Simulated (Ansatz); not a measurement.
# AlN (model structure, started from the BeO type, P4₂/mnm, No. 136, 8 atoms in the cell)

Calculation: HSE06 in Ansatz (PAW).

Numerical settings: plane-wave cutoff 460 eV, 4×4×8 k mesh (along the axes of the cell as run), Fermi–Dirac smearing 0.01 eV, scalar-relativistic PAW data made under PBE.

Cell (relaxed with PBEsol):

```cif
data_Al4N4
_chemical_formula_sum 'Al4 N4'
_space_group_name_H-M_alt 'P 1'
_space_group_IT_number 1
_cell_length_a 5.29433
_cell_length_b 5.29433
_cell_length_c 3.10888
_cell_angle_alpha 90.000
_cell_angle_beta 90.000
_cell_angle_gamma 90.000
loop_
_space_group_symop_operation_xyz
  'x, y, z'
loop_
_atom_site_label
_atom_site_type_symbol
_atom_site_fract_x
_atom_site_fract_y
_atom_site_fract_z
_atom_site_occupancy
Al1 Al 0.32285 0.67715 0.00000 1
Al2 Al 0.67715 0.32285 0.00000 1
Al3 Al 0.82285 0.82285 0.50000 1
Al4 Al 0.17715 0.17715 0.50000 1
N1 N 0.31530 0.31530 0.00000 1
N2 N 0.68470 0.68470 0.00000 1
N3 N 0.18470 0.81530 0.50000 1
N4 N 0.81530 0.18470 0.50000 1
```

```yaml
band_gap: 5.14 eV
smallest_direct_gap_on_the_k_points_sampled: 5.16 eV
```

Note: the relaxation could raise the start's symmetry but not lower it, so the cell can be a saddle point; cell and atoms aren't relaxed at this level (pressure -1.8 GPa).

The computed numbers hold no vibrational or temperature effects.

A model structure was made by putting elements into a prototype or built by hand; it is no filed structure, need not be a known phase, and can be a saddle point held by its symmetry.

Ansatz is a first-principles code.
